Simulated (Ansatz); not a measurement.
Start from BeTe in the zinc blende structure (space group F-43m, No. 216; a = 5.657 Å). Axes: x, y, z lie along the cube axes.

Computed with r2SCAN (Ansatz, a quantum-chemistry and plane-wave program), spin-orbit coupling left out.

Before the change:

| Quantity | Value |
|---|---|
| Smallest direct gap | 4.04 eV |
| Valley order | X along ⟨100⟩ 2.37 eV; L along ⟨111⟩ 3.51 eV |
| Electron mass | 2.1 mₑ along k, 0.25 mₑ across (at X) |

Modification: compressive biaxial strain of 2.00 % in the plane normal to [001], as in epitaxy on a mismatched substrate; the out-of-plane cell vector and the atoms relax.

Q: What does the calculation give for the smallest direct gap, ratio −ε⊥/ε∥, valley order and electron mass after the change?

A: The smallest direct gap drops by 0.11 eV to 3.93 eV; the ratio −ε⊥/ε∥ comes out as 0.75; the valley order (the lowest conduction-band minima on the path, energy above the VBM, named in the base's zone) goes from X along ⟨100⟩ 2.37 eV; L along ⟨111⟩ 3.51 eV to X along [010] 2.16 eV; X along [001] 2.42 eV; L along [111] 3.46 eV; the electron mass goes from 2.1 mₑ along k, 0.25 mₑ across (at X) to 1.9 mₑ along k, 0.25 mₑ across (at X).

With Te present, leaving out spin-orbit coupling can change the band edges. Effective masses come from finite differences of ±0.01 Å⁻¹. Along k means along the line from Γ to the band edge. Stability against distortions was not tested.
